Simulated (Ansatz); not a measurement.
Results of r²SCAN0 (Ansatz, an electronic-structure program, PAW) for LiF (P6₃mc, No. 186, 4 atoms in the cell; start mp-1185301; a measured phase of this formula has another space group).

Settings: plane-wave cutoff 520 eV, 9×9×6 k mesh (along the axes of the cell as run), Fermi–Dirac smearing 0.01 eV, scalar-relativistic PAW data made under PBE.

Cell (relaxed with PBEsol):

```
LiF
1.0
    3.09569     0.00000     0.00000
   -1.54785     2.68095     0.00000
    0.00000     0.00000     4.80971
Li F
2 2
Direct
  0.33333   0.66667   0.38236
  0.66667   0.33333   0.88236
  0.33333   0.66667   0.99263
  0.66667   0.33333   0.49263
```

Problem. Predict the band gap.

Solution. 
band gap: 11.15 eV (on the SCF k mesh)

Note: cell and atoms aren't relaxed at this level (pressure -2.0 GPa).

Static lattice: no zero-point or thermal effects.

It cost very roughly 100 core-seconds of CPU time.

A start named mp-… is a Materials Project structure, which need not be a measured phase.
